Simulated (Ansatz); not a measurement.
Start from TiO2 in the anatase structure (space group I4_1/amd, No. 141; a = 3.770 Å, c = 9.552 Å). Axes: x, y, z lie along a, b, c of the conventional cell.

Modification: uniaxial strain ε_xx = +5.70 %, all other strain components held at zero; the atoms relax in the strained cell.

Levels (all Ansatz, a quantum-chemistry and plane-wave program, PAW): PBEsol (420 eV, no spin-orbit coupling); r2SCAN (500 eV, no SOC).

The geometry is relaxed with PBEsol.

| Quantity | Result |
|---|---|
| PBEsol band gap | 2.02 eV |
| PBEsol gap character | indirect, k = (0, 0, 0.417) in the run's primitive reciprocal basis → Γ |
| PBEsol smallest direct gap | 2.29 eV |

With r2SCAN at the same geometry, the band gap grows by 0.41 eV to 2.43 eV; the gap character is still indirect, k = (0, 0, 0.417) in the run's primitive reciprocal basis → Γ; the smallest direct gap increases by 0.41 eV, from 2.29 eV to 2.70 eV.

Single points use the geometry relaxed with PBEsol. Stability against distortions was not tested. The base started in C2/c and relaxed to I4_1/amd at this level. All final runs are without spin polarisation. Labels are those of the standard path for the cell's own space group.
